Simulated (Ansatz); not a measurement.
N on the O site in monoclinic HfO2 (start: the O(1,3-fold) site; 96-site cell, 2×2×2 shifted sampling). Calculation: PBE, PAW (plane waves to 420 eV; Ansatz, a program for electronic structure). Total energies of the localised charge states, counted from that of charge +1, and their image corrections (point charge with alignment); the host's valence-band maximum lies at 13.691 eV on the cells' energy zero and its gap is 4.04 eV.

| charge | moment (μB) | E − E(first) (eV) | correction (eV) |
|---|---|---|---|
| +1 | 2.0 | 0.000 | 0.085 |
| 0 | 1.0 | 14.215 | 0.000 |
| −1 | not spin-polarised | 28.813 | 0.088 |

Problem. Derive the transition levels above the valence-band maximum and say which of them are thermodynamic.

Solution. A level is the Fermi energy at which two charges have equal formation energy: ε(q/q′) = [E(q′) + corr(q′) − E(q) − corr(q)] / (q − q′) − E_VBM.
ε(+1/0) = [(14.215 + 0.000) − (0.000 + 0.085)] / 1 − 13.691 = 0.44 eV
ε(0/−1) = [(28.813 + 0.088) − (14.215 + 0.000)] / 1 − 13.691 = 1.00 eV
Thermodynamic levels at least 0.1 eV inside the gap: (+1/0) at 0.44 eV; (0/−1) at 1.00 eV. They hold to tenths of an eV in this cell. Charges from +1 to −1 were run; one beyond them could lie lower near a band edge. Flagged in the runs: a host whose relaxation on this sampling wasn't shown to rest.
